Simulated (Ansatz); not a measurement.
Checking a run of Ansatz (a quantum-chemistry and plane-wave program) on CsMg6Al (P1, 8 atoms in the cell). The aim is a self-consistent single point with DFT, PBEsol, plane waves, default PAW files made with PBE.

Cell that was meant: a = 5.1654 Å, b = 6.9708 Å, c = 6.9708 Å, α = 63.08°, β = 90.00°, γ = 90.00°.

Part of the input:

Ansatz 0.2 input:
```yaml
    - { symbol: Mg, position: [0.001595, 0.656561, 0.665780] }
    - { symbol: Mg, position: [-0.032010, 0.149216, 0.131128] }
    - { symbol: Al, position: [0.503556, 0.864894, 0.867864] }
basis:
  ecutwfc: 105.0
kpoints:
  mp_grid: { grid: [5, 4, 4] }
hamiltonian:
  xc: pbesol
  pseudopotentials: { kind: paw }
scf:
  occupations: { method: cold, width: 0.2 }
output:
  forces: true
  eigenvalues: true
```

Output, abridged:

```
   [... lines left out ...]
PAW frozen core: Al, regenerated for the run's functional, and the local potential with it
Initial density: superposition of atomic densities (neutral atoms: chi_scale 0, normalization atom), corrected by the library's trained network
Initial wavefunctions: pseudopotential atomic-orbital guess
Eigensolver: davidson
Functional: x = pbesol(κ = 0.804, μ = 0.12345679012345678), c = pbesol(β = 0.046)
SCF iter   1: F=—  HF=-17049.096146 eV  |F-HF|=—  |Δ(HF+E_count)|=         —  Δρ=3.70e-1  dr2=1.11e2  ethr=1.77e-3  ⟨swp⟩=8.2  Hψ=8279  notcnv=0
all-band conjugate gradients solve this SCF's bands
preconditioner: auto → LDOS
SCF iter   2: F=—  HF=-16904.048661 eV  |F-HF|=—  |Δ(HF+E_count)|=    1.45e2  S|Δr|=    0.00e0  Δρ=8.34e-2  dr2=7.27e0  ethr=1.77e-3  ⟨swp⟩=3.6  Hψ=4537  notcnv=0  defer=78
   [... lines left out ...]
SCF iter   8: F=—  HF=-16895.957572 eV  |F-HF|=—  |Δ(HF+E_count)|=   1.40e-6  S|Δr|=    0.00e0  Δρ=4.16e-5  dr2=6.81e-6  ethr=1.24e-8  ⟨swp⟩=1.1  Hψ=1788  notcnv=0  defer=69
SCF iter   9: F=—  HF=-16895.957571 eV  |F-HF|=—  |Δ(HF+E_count)|=   8.42e-7  S|Δr|=    0.00e0  Δρ=4.90e-6  dr2=1.46e-7  ethr=9.45e-9  ⟨swp⟩=2.0  Hψ=2070  notcnv=0  defer=69
SCF iter  10: F=-16895.957571 eV  HF=-16895.957571 eV  |F-HF|=4.15e-9  |Δ(HF+E_count)|=   2.68e-8  S|Δr|=    0.00e0  Δρ=1.80e-6  dr2=1.28e-8  ethr=1.39e-10  ⟨swp⟩=11.6  Hψ=5950  notcnv=0
SCF 1 converged in 10 iterations: F = -16895.957571 eV  dr2 = 1.28e-8
Stability not checked (fill_not_monotonic)
Free energy (F): -16895.957571 eV
Internal energy: -16895.939286 eV  (E = F + TS)
E sigma→0 (E₀):  -16895.951476 eV
Entropy (-TS):   -0.018285 eV (-2.286 meV/atom)
Fermi energy:    4.741438 eV
--- Forces (eV/Å), atoms counted from 1 ---
  atom   1  Cs    -0.45035236    -0.73990787    -1.01033563
  atom   2  Mg    -0.97576415     1.23305000     1.58486798
  atom   3  Mg    -2.18292525    -0.89528422    -0.25446988
   [... lines left out ...]
  atom   8  Al     0.05387566     0.02142108    -0.29633823
--- Stress (GPa, compression-positive) ---
      -11.194715      -0.086092       1.619888
       -0.086092       9.360879       1.615154
        1.619888       1.615154     -17.304242
  P = ⅓ Tr σ = -6.3794 GPa (-63.794 kbar)
  The stress holds the Pulay correction. Without it, at fixed plane waves, as pw.x and ABINIT print it: P = -1552.8002 GPa
```

### Question
Is this run sound? If not, what is wrong?

### Answer
The run is not sound. The fault is a basis or grid far too coarse for these potentials. Far below the cutoff that the potentials were made for, the basis cannot represent the orbitals near the nuclei, and energies, forces and above all the stress go wrong. To fix it, restore the cutoff that the potentials need and check convergence. The run converged in 10 iterations without an error; against the sound input the free energy goes up by 85.5 eV/atom, the pressure goes from -0.34 to -6.38 GPa and the largest force goes from 0.746 to 4.382 eV/Å. At a fixed set of plane waves, without the program's Pulay estimate, the pressure is -1552.80 GPa against -0.35 GPa.

An input that runs soundly differs in these lines (not the only fix; some lines may just follow from the change or write a value another way):
```diff
-basis:
-  ecutwfc: 105.0
-  occupations: { method: cold, width: 0.2 }
+  occupations: { method: cold, width: 0.2 eV }
```

With that input, the run converged in 7 iterations: free energy E − TS (on the zero of these files) -17580.1328 eV; Fermi level (on the code's own zero) 5.13 eV; pressure -0.34 GPa; largest force (vector length) 0.746 eV/Å (DFT, PBEsol, plane waves, default PAW files made with PBE).

On the sound input: the starting cell comes from a database of computed structures (which also holds hypothetical and non-ambient phases and stackings), without a prior relaxation at this level. Its atoms were displaced at random from the sites of space group no. 38. Ansatz's pressure includes its estimate of the finite-basis (Pulay) stress.
